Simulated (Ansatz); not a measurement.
ZrS2: isotropic strain +0.50 %

The parent structure is ZrS₂ in the CdI2 type structure (space group P-3m1, No. 164; a = 3.635 Å, c = 5.720 Å; layered, stacked along the Cartesian z axis).

The change: every lattice vector is stretched by 0.50 %, atoms relaxed at fixed cell.

The values are results of PBE-D3(BJ) (Ansatz, a program for electronic structure), spin-orbit coupling left out, not measurements. Settings: 10×10×6 k-points, 0.05 eV Fermi–Dirac smearing.

Volume per atom: 22.14 Å³ (base 21.81 Å³)
Space group: P-3m1 (No. 164) (base P-3m1 (No. 164))
Shortest interatomic distance: 4.840 bohr (base 4.832 bohr)
Energy relative to the base (free energy F): +0.7 meV/atom
Band gap: 0.73 eV (base 0.66 eV)
Gap character: indirect, Γ → L (base indirect, Γ → L)
Smallest direct gap: 1.42 eV (base 1.41 eV)
Width of the top valence band: 2.02 eV (base 2.07 eV)
Valence-band top at Γ (three highest levels, from the VBM): 0.00, -0.24, -0.24 eV (base 0.00, -0.24, -0.24 eV)

Final structure:

```xyz
3
Lattice="3.6530 0.0000 0.0000 -1.8265 3.1636 0.0000 0.0000 0.0000 5.7482" Properties=species:S:1:pos:R:3 pbc="T T T"
Zr     0.0000     0.0000     0.0000
S      0.0000     2.1091     1.4530
S      1.8265     1.0545     4.2952
```

Cost of the whole job for the changed cell (relaxation, final SCF and bands): roughly 13 core-seconds.

No phonon test of stability was made.
